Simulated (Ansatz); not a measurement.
For MoGe₂ (model structure, started from the Al2Cu type, I4/mcm, No. 140, 6 atoms in the cell), PBEsol (Ansatz, a program for electronic structure, PAW) gives:

```
Item                            Value
---------------------  --------------
lattice constant a            6.136 Å
lattice parameter c           5.188 Å
enthalpy of formation  -0.103 eV/atom
```

Problem. What does PBE-D3(BJ) in Ansatz (PAW) give for the same quantities?

Solution. 
- lattice constant a: 6.142 Å (rises by 0.1 %)
- lattice parameter c: 5.197 Å (grows by 0.2 %)
- formation enthalpy: -0.091 eV/atom (moves by +0.012 eV/atom)

Changes are worked out from the printed values.

Unless a cell is named, each level is at its own relaxed cell (PBEsol 16.28, PBE-D3(BJ) 16.34 Å³/atom).

Ansatz's density-functional and Hartree–Fock values are scalar-relativistic unless marked +SOC, with PAW data made under PBE.

A model structure was made by putting elements into a prototype or built by hand; it is no filed structure, need not be a known phase, and can be a saddle point held by its symmetry.
